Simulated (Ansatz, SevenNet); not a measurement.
For As (model structure, started from the lonsdaleite type, P6₃/mmc, No. 194, 4 atoms in the cell), the machine-learned potential SevenNet-0 (trained on PBE and PBE+U data) gives:

- lattice constant a: 4.606 Å
- c axis length: 5.765 Å

What does r²SCAN+rVV10 in Ansatz (PAW) give for the same quantities?


- lattice constant a: 4.564 Å (drops by 0.9 %)
- lattice parameter c: 5.704 Å (drops by 1.1 %)

Changes are worked out from the printed values.

Unless a cell is named, each level is at its own relaxed cell (SevenNet-0 26.49, r²SCAN+rVV10 25.72 Å³/atom).

Ansatz's density-functional and Hartree–Fock values are scalar-relativistic unless marked +SOC, with PAW data made under PBE.

A model structure was made by putting elements into a prototype or built by hand; it is no filed structure, need not be a known phase, and can be a saddle point held by its symmetry.

Ansatz is an electronic-structure program.
